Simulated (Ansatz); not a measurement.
Consider HfSi₂ (space group Cmcm, No. 63; a = 3.683 Å, b = 14.598 Å, c = 3.658 Å).

(Cell as relaxed with PBE.)

Levels (all Ansatz, a program for electronic structure, PAW): PBE (420 eV, no SOC); PBEsol (420 eV, no spin-orbit coupling).

Each level relaxes its own structure.

```tsv
base	PBE	PBEsol
volume per atom	16.39 Å³	15.87 Å³
band gap	zero	zero
```

Now apply this change: the cell is scaled by 0.9879 in all directions; the atoms relax in the strained cell.

```csv
quantity,PBE,PBEsol
"pressure (mean of the normal stresses, compression positive)",5.2 GPa,5.6 GPa
energy relative to the base (free energy F),+9.2 meV/atom,+9.6 meV/atom
band gap,zero,zero
```

PBE's pressure lies 0.4 GPa below PBEsol's; PBE's energy relative to the base lies 0.4 meV/atom below PBEsol's; the two agree on the band gap. Neither level is exact; PBEsol is the comparison here, not a measurement.

Whether these cells are dynamically stable was not tested. All final runs are without spin polarisation.
